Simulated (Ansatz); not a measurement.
An Ansatz (a program for electronic structure) input (r2SCAN+rVV10 in Ansatz (plane waves to 500 eV, PAW, no spin-orbit coupling)):

Ansatz 0.2 input:
```yaml
crystal:
  lattice:
    - [4.1071981044, 0, 0]
    - [2.0535990522, 3.5569378968, 0]
    - [0, 0, 14.4745579087]
  atoms:
    - { symbol: Hg, position: [0.3333333333, 0.3333333333, 0.25] }
    - { symbol: Hg, position: [0.6666666667, 0.6666666667, 0.75] }
    - { symbol: I, position: [0.3333333333, 0.3333333333, 0.6174823829] }
    - { symbol: I, position: [0.6666666667, 0.6666666667, 0.1174823829] }
    - { symbol: I, position: [0.6666666667, 0.6666666667, 0.3825176171] }
    - { symbol: I, position: [0.3333333333, 0.3333333333, 0.8825176171] }
basis: { ecutwfc: 500, ecutrho_ratio: 4, xc_grid: 4, fft_grid_basis: typed }
kpoints: { mp_grid: { grid: [9, 9, 3] } }
hamiltonian:
  xc: r2scan
  dispersion: rvv10
  pseudopotentials: { kind: paw }
scf: { occupations: { method: fermi_dirac, width: 0.05 } }
relax: { f_tol: 0.005, max_steps: 50, cell: { stress_tol: 0.01, fix: [a, b, gamma] } }
output: { forces: true, stress: true }
checkpoint: { write: state.ck, write_every: 1000 }
```

### Question
Which symmetry and how many k-points will the program report, and about how many plane waves at Γ?

### Answer
Space group P63/mmc (ITA 194) with 24 operations, k-points 24 of 243, and 5411 plane waves at Γ.

### Question
And the final pressure?

### Answer
0.58 GPa (compression positive).

The cells carry an imposed strain or load. Stability against distortions was not tested. The cell was made from HgI$_{2}$ in the 2H-MoS2 type structure (space group P6_3/mmc, No. 194; a hypothetical phase, not in the database extracts checked) by this change: biaxial strain −1.14 %, plane normal [001], relaxed out of plane.
